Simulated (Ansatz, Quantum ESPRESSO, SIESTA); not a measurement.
**One structure in several programs: Mg₅Pt (C2/m, 6 atoms in the cell)**

Relaxation of cell and atoms.

```yaml
crystal:
  lattice:
    - [5.26490, -1.66597, 0.00000]
    - [5.26490, 1.66597, 0.00000]
    - [-2.57697, 0.00000, 6.90411]
  atoms:
    - { symbol: Mg, position: [0.33861, 0.33861, 0.70292] }
    - { symbol: Mg, position: [0.66139, 0.66139, 0.29708] }
    - { symbol: Mg, position: [0.00000, 0.00000, 0.50000] }
    - { symbol: Mg, position: [0.35529, 0.35529, 0.14472] }
    - { symbol: Mg, position: [0.64471, 0.64471, 0.85528] }
    - { symbol: Pt, position: [0.00000, 0.00000, 0.00000] }
```

Shared settings, as Ansatz (an electronic-structure program) writes them: kpoints.mp_grid.grid = 5 5 3; scf.occupations.method = fermi_dirac; scf.occupations.width = 0.0073 Ry. Potentials and cutoffs stand in the table.

```csv
code,model,final volume (Å³/atom),cutoff
SIESTA,"GGA PBEsol, numerical atomic orbitals DZP, PseudoDojo PBEsol standard norm-conserving potentials (rewritten from UPF to PSML)",20.46,grid 400 Ry
Ansatz,"PBEsol, PAW files made with PBE",19.55,30.9 Ry
Quantum ESPRESSO,"PBEsol, SSSP 1.1.2 efficiency (PBE) pseudopotentials",19.52,40 Ry
```

On Ansatz's run: spin-orbit coupling is off. Spin polarisation is off.

The spread over the programs that give each value: final volume within 0.94 Å³/atom.

SIESTA uses small atom-centred bases, whose incompleteness enters pressures, forces and empty levels differently from a plane-wave cutoff. The programs treat the finite-basis stress differently while the cell relaxes: Ansatz adds an estimate of it.

The shared mesh is coarse (it stands for a supercell whose shortest vector is 17 Å), so the values are not converged in it.

The starting cell comes from a database of computed structures (which also holds hypothetical and non-ambient phases and stackings), without a prior relaxation at this level.

Keys are those of Ansatz 0.2.
